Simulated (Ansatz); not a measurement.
Formation energy of the localised charge states of Cl on the O site (Cl_O) in alpha quartz (start: the O site; 243-site cell, Γ-point sampling) against the Fermi level, Si-rich (Δμ(O) = -4.16 eV, Δμ(Cl) = -1.63 eV, bounded by SiCl4 (P2_1/c); only phases computed here count, gases as isolated molecules at 0 K). Level of theory: PBE, PAW (plane waves to 420 eV; Ansatz, an electronic-structure program).

Charges with a result: +1, 0, −1. Others weren't obtained, and one of them could lie lower, also by skipping a charge.

Cell and caveats: 243-site cell; Γ-point k-points; host gap 5.68 eV; charged states image-corrected; finite-size errors of tenths of an eV; flagged in the runs: a host whose relaxation on this sampling wasn't shown to rest, a strain field that reaches the edge of the cell, zone-centre sampling.

```
E_F − E_VBM (eV)  q = +1  q = 0  q = −1
----------------  ------  -----  ------
0.00               -1.09   3.31    7.24
0.71               -0.38   3.31    6.53
1.42                0.33   3.31    5.82
2.13                1.04   3.31    5.11
2.84                1.75   3.31    4.40
3.55                2.46   3.31    3.69
4.26                3.17   3.31    2.98
4.97                3.88   3.31    2.27
5.68                4.59   3.31    1.55
```

Crossings of the lowest lines: (+1/−1) at 4.16 eV.
